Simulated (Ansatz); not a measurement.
The starting structures come from a database of crystals and need not be the phases stable at ambient conditions.

The decay constant κ of evanescent states in the gap governs leakage through a thin film.

Here is the system:

```
CELL_PARAMETERS angstrom
      6.86843     0.00000     0.00000
      2.91284     6.91874     0.00000
      2.65431    -1.11748     5.30733
ATOMIC_POSITIONS crystal
  K  0.01866 0.76538 0.49067
  K  0.98134 0.23462 0.50933
  K  0.31040 0.25108 0.84480
  K  0.68960 0.74892 0.15520
  Mo 0.35140 0.77403 0.82430
  Mo 0.64860 0.22597 0.17570
  O  0.28486 0.92457 0.61884
  O  0.71514 0.07543 0.38116
  O  0.71514 0.07543 0.90370
  O  0.28486 0.92457 0.09630
  O  0.82412 0.36048 0.08794
  O  0.17588 0.63952 0.91206
  O  0.66426 0.61789 0.66787
  O  0.33574 0.38211 0.33213
```

Space group of this cell: C2/m. The cell is taken as given.

Transport runs along the normal of the first two printed cell vectors.

No gap correction and no spin-orbit coupling; mid-gap values are interpolated between computed energies.

Question: Estimate the band gap and the smallest decay constant κ at mid-gap that r2SCAN in Ansatz (a program for electronic structure) returns for this system.

Answer: Gap 4.79 eV on a 6×6×6 mesh; κ = 0.556 1/Å, at the zone centre.
